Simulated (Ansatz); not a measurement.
System: Ti-vacancy pair (Ti on one host Ag site, one Ag site vacant) in fcc Ag (neutral cell). Method: PBE, PAW (plane waves to 420 eV; Ansatz, a program for electronic structure).

Cell of 32 host sites held at the relaxed PBE lattice; a 2×2×2 k-point mesh shifted by half a step; Fermi-Dirac width 0.10 eV, spin-restricted; finite-size errors left in. Static, classical nuclei. Forms of the defect that were not tried may lie lower. The start lies 0.087 eV above the lowest site run (PBE).

Barriers: single points on a 4×4×4 k-point mesh shifted by half a step at the bands' geometries (they differ from the bands' own by up to 0.32 eV, and are uncertain by about as much).

Relaxed starting cell (atoms counted from 1):

```
CELL_PARAMETERS angstrom
      8.29686     0.00000     0.00000
      0.00000     8.29686     0.00000
      0.00000     0.00000     8.29686
ATOMIC_POSITIONS crystal
  Ti 0.99920 0.99927 0.00083
  Ag 0.99900 0.00466 0.49794
  Ag 0.99917 0.49669 0.00574
  Ag 0.99914 0.49721 0.49922
  Ag 0.49898 0.00131 0.00309
  Ag 0.49916 0.00074 0.50105
  Ag 0.49898 0.49949 0.00267
  Ag 0.49927 0.49979 0.50122
  Ag 0.99908 0.24763 0.75496
  Ag 0.99913 0.75340 0.24941
  Ag 0.99908 0.75339 0.75474
  Ag 0.49918 0.24954 0.25098
  Ag 0.49916 0.24996 0.75263
  Ag 0.49920 0.75062 0.25163
  Ag 0.49908 0.75043 0.75215
  Ag 0.24185 0.00439 0.24882
  Ag 0.24646 0.00050 0.75385
  Ag 0.24661 0.49703 0.25169
  Ag 0.24833 0.49871 0.75199
  Ag 0.75641 0.00441 0.24868
  Ag 0.75169 0.00053 0.75400
  Ag 0.75173 0.49718 0.25146
  Ag 0.74994 0.49879 0.75203
  Ag 0.24185 0.24719 0.00561
  Ag 0.24742 0.24984 0.49946
  Ag 0.24655 0.75230 0.00252
  Ag 0.24823 0.75043 0.50006
  Ag 0.75641 0.24729 0.00562
  Ag 0.75099 0.24978 0.49931
  Ag 0.75161 0.75226 0.00239
  Ag 0.75001 0.75040 0.50008
```

End state 1 differs by these moves (Å; atoms that move under 0.08 Å are left out):

```json
[
 {"atom": "1", "element": "Ti", "Δx": "0.00", "Δy": "2.09", "Δz": "2.09"}
]
```

### Question
What is the computed forward and backward barriers to end state 1 (PBE, PAW)?

### Answer
forward 0.71 eV, backward 0.71 eV; at the saddle point atom 1 has neighbours 4 Ag at 2.70, 4 Ag at 3.15 Å. The saddle point's order was not checked, and it lies on a symmetry element of the cell, where a band can be held.

End state 2 differs by these moves (Å; atoms that move under 0.08 Å are left out):

| atom | element | Δx | Δy | Δz |
|---|---|---|---|---|
| 3 | Ag | 0.00 | -2.04 | 1.99 |

### Question
Give the forward and backward barriers to end state 2 at the level PBE, PAW.

### Answer
forward 0.54 eV, backward 0.62 eV; at the saddle point atom 3 has neighbours 2 Ag at 2.69, 2 Ag at 2.72, Ag at 3.09, Ag at 3.21, Ag at 3.27; Ti at 3.22 Å. The saddle point's order was not checked, and it lies on a symmetry element of the cell, where a band can be held.
